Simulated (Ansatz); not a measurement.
**Effect of uniaxial strain ε_zz = −0.50 % on C**

Consider C in the diamond structure (space group Fd-3m, No. 227; a = 3.5538 Å). Axes: x, y, z lie along the cube axes.

Perturbation: the cell is compressed by 0.50 % along z with no lateral relaxation; the atoms relax in the strained cell.

Computed with DFT with PBEsol, PAW potentials and a 420 eV plane-wave cutoff in Ansatz (a first-principles code), without spin-orbit coupling. Γ-centred 16×16×16 mesh, Fermi–Dirac width 0.05 eV.

The volume per atom drops by 0.03 Å³ to 5.58 Å³ and the shortest interatomic distance falls by 0.003 Å (1.539 Å → 1.536 Å). The energy increases by 0.5 meV/atom and the pressure (mean of the normal stresses, compression positive) goes from zero to 2.28 GPa. The band gap shrinks by 0.119 eV, from 4.03 eV to 3.92 eV (an upper bound: an edge found on the path is not a true extremum; the changed cell) and the stress (xx, yy, zz, yz, xz, xy; compression positive) is (0.73, 0.73, 5.40, 0.00, 0.00, 0.00) GPa.

Final structure:

```
C
1.0
    0.00000     1.77690     1.76801
    1.77690     0.00000     1.76801
    1.77690     1.77690     0.00000
C
2
Direct
  0.00000   0.00000   0.00000
  0.25000   0.25000   0.25000
```

Stability against distortions was not tested.
